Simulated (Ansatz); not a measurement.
Troubleshooting Ansatz (a program for electronic structure): a failed run on Sr3Zn3TeP2O14 (P321, 23 atoms in the cell). The aim is a self-consistent single point with DFT, r2SCAN, plane waves, default PAW files made with PBE.

Cell that was meant: a = 8.3363 Å, b = 8.3363 Å, c = 5.2136 Å, α = 90.00°, β = 90.00°, γ = 120.00°.

Part of the input:

```yaml
    - [8.33629200, 0.00000000, 0.00000000]
    - [-4.16814600, 7.21944000, 0.00000000]
    - [0.00000000, 0.00000000, 5.21356900]
 atoms:
    - { symbol: Sr, position_ang: [3.59677655, 0.00000000, 0.00000000] }
    - { symbol: Sr, position_ang: [-1.79838827, 3.11489958, 0.00000000] }
    - { symbol: Sr, position_ang: [2.36975773, 4.10454042, 0.00000000] }
```

Log, with long lists cut:

```
Error: YAML parse error: error: line 3 column 3: crystal: missing field `atoms` (a structure is typed as `lattice` and `atoms`, a molecule's as `atoms` in Å alone, or read from a run's directory, `checkpoint`)
 --> <input>:3:3
  |
1 | # Sr3Zn3Te(PO7)2
2 | crystal:
3 |   lattice:
  |   ^ crystal: missing field `atoms` (a structure is typed as `lattice` and `atoms`, a molecule's as `atoms` in Å alone, or read from a run's directory, `checkpoint`)
4 |     - [8.33629200, 0.00000000, 0.00000000]
5 |     - [-4.16814600, 7.21944000, 0.00000000]
  |
```

Q: Read the log: what does the program object to, and what is the fix?

A: The fault is broken indentation. In YAML the indentation decides which section a key belongs to. To fix it, restore the indentation. The program stopped before any SCF iteration.

The sound input it was made from differs as follows (other fixes are possible):
```diff
- atoms:
+  atoms:
```

With that input, the run converged in 8 iterations: free energy E − TS (on the zero of these files) -37135.0410 eV; top of the valence band (on the code's own zero) 6.15 eV; gap on the k-point mesh 3.68 eV; pressure -1.47 GPa; largest force (vector length) 0.667 eV/Å (DFT, r2SCAN, plane waves, default PAW files made with PBE).

On the sound input: the starting cell comes from a database of published, mostly measured structures (it also holds non-ambient and calculated ones), without a prior relaxation at this level. Its lattice was rescaled by a random factor within 2.5 % of one. Spin-orbit coupling is off. Ansatz's pressure includes its estimate of the finite-basis (Pulay) stress.
